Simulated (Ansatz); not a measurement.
Start from Nb in the bcc (W type) structure (space group Im-3m, No. 229).

```
Nb
1.0
   -1.63563     1.63563     1.63563
    1.63563    -1.63563     1.63563
    1.63563     1.63563    -1.63563
Nb
1
Direct
  0.00000   0.00000   0.00000
```

Computed with PBEsol (Ansatz, a program for electronic structure; PAW; 420 eV plane waves; scalar-relativistic without spin-orbit coupling).

Before the change:

- Lattice parameter a = 3.271 Å

One thing is altered: Re takes the place of Nb on all its sites, then cell and atoms are relaxed.

Question: What happens to the lattice parameter a?

Answer: The lattice parameter a decreases by 0.186 Å (3.271 Å → 3.085 Å).

Whether these cells are dynamically stable was not tested. For Re in this form, whether it has been made was not checked. All final runs are without spin polarisation. This is not the structure that Re has at room temperature and ambient pressure.
